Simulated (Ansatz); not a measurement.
# Pressure series in C

Base system: C in the graphite type structure (space group P6_3/mmc, No. 194; a = 2.455 Å, c = 6.671 Å; layered, stacked along the Cartesian z axis).

Cell and atoms are relaxed at each pressure.

Level of theory: plane-wave PAW DFT at the r2SCAN+rVV10 level (Ansatz, a first-principles code, 500 eV), scalar-relativistic without spin-orbit coupling.

Notes on the quantities. enthalpy: H = E + PV relative to the base's energy.

```tsv
variant	volume per atom	enthalpy
base	8.71 Å³	–
pressure −2 GPa	9.48 Å³	-0.11 eV/atom
pressure −1 GPa	8.97 Å³	-0.06 eV/atom
pressure 0.3 GPa	8.64 Å³	+0.02 eV/atom
pressure 0.7 GPa	8.57 Å³	+0.04 eV/atom
pressure 1.5 GPa	8.43 Å³	+0.08 eV/atom
pressure 3 GPa	8.22 Å³	+0.16 eV/atom
pressure 5 GPa	8.00 Å³	+0.26 eV/atom
pressure 7.5 GPa	7.79 Å³	+0.38 eV/atom
pressure 10 GPa	7.61 Å³	+0.50 eV/atom
```

The mesh was chosen for an insulator and is coarse for the gapless case. Load acts through the strain it causes; cell and atoms are relaxed under it. Stability against distortions was not tested. No other phases were tried under pressure.
